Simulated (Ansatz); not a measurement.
The parent structure is ZnS in the zinc blende structure (space group F-43m, No. 216; a = 5.390 Å). Axes: x, y, z lie along the cube axes.

All numbers come from r2SCAN (Ansatz, a quantum-chemistry and plane-wave program, PAW, without spin-orbit coupling), earlier PAW set.

Strains are applied to the cell and any free atomic positions relax; under biaxial strain the out-of-plane vector relaxes too.

One change was made to it. Results:

The energy increases by 14 meV/atom; the band gap drops by 0.274 eV, from 2.70 eV to 2.42 eV.

Task: Which change produced these results?
A) isotropic strain +0.73 %
B) tensor shear ε_xy = −3.43 %
C) biaxial strain +1.15 %, plane normal [111], relaxed out of plane

Result: B, tensor shear ε_xy = −3.43 %. For comparison, the band gap in the other runs: biaxial strain +1.15 %, plane normal [111], relaxed out of plane gives 2.56 eV; isotropic strain +0.73 % gives 2.60 eV.

Stability against distortions was not tested.
